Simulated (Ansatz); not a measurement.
The parent structure is GaAs in the zinc blende structure (space group F-43m, No. 216).

```yaml
crystal:
  lattice:
    - [0.00000, 2.82948, 2.82948]
    - [2.82948, 0.00000, 2.82948]
    - [2.82948, 2.82948, 0.00000]
  atoms:
    - { symbol: Ga, position: [0.00000, 0.00000, 0.00000] }
    - { symbol: As, position: [0.25000, 0.25000, 0.25000] }
```

Cartesian axes are those of the cell as printed.

Computed with plane-wave PAW DFT at the PBEsol level (Ansatz, a first-principles code, 420 eV), no spin-orbit coupling.

Before the change:

| Item | Value |
|---|---|
| Valley order | Γ 0.42 eV; L along ⟨111⟩ 0.92 eV; a point along ⟨100⟩, about 1.0 Å⁻¹ from Γ 1.32 eV |

It is then changed as follows: the cell is stretched by 2.00 % along z with no lateral relaxation; the atoms relax in the strained cell.

### Question
Predict the new stress.

### Answer
The stress (xx, yy, zz, yz, xz, xy; compression positive) amounts to (-0.90, -0.90, -2.13, 0.00, 0.00, 0.00) GPa.

### Question
Predict the new valley order.

### Answer
The valley order (the lowest conduction-band minima on the path, energy above the VBM, named in the base's zone) goes from Γ 0.42 eV; L along ⟨111⟩ 0.92 eV; a point along ⟨100⟩, about 1.0 Å⁻¹ from Γ 1.32 eV to Γ 0.23 eV; L along [111] 0.82 eV; a point along [010], about 1.0 Å⁻¹ from Γ 1.26 eV; a point along [001], about 1.0 Å⁻¹ from Γ 1.42 eV.

The levels and masses belong to the bands next to the band gap. Stability against distortions was not tested.
